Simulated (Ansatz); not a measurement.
**Pd in the simple cubic structure (space group Pm-3m, No. 221; a hypothetical phase, not in the database extracts checked)**

Space group Pm-3m (No. 221); a = 2.614 Å, b = 2.614 Å, c = 2.614 Å, α = 90.00°, β = 90.00°, γ = 90.00°

```json
[
 {"atom": "Pd", "site": "1a", "symmetry": "m-3m", "x": "0.0000", "y": "0.0000", "z": "0.0000"}
]
```

Method: Kohn–Sham DFT with the PBE functional, run in Ansatz (a quantum-chemistry and plane-wave program) with PAW and 420 eV plane waves, no spin-orbit coupling. k-mesh 18×18×18 (Γ-centred); smearing 0.05 eV (Fermi–Dirac).

* **Volume per atom**: 17.87 Å³
* **Density**: 9.89 g/cm³
* **Band gap**: zero
* **Total energy**: -6972.343 eV/atom (σ→0; compares only within this code and set-up)

No phonon test of stability was made. The final runs are not spin-polarised. Pd has a high density of states at the Fermi level and may be magnetic at this level.
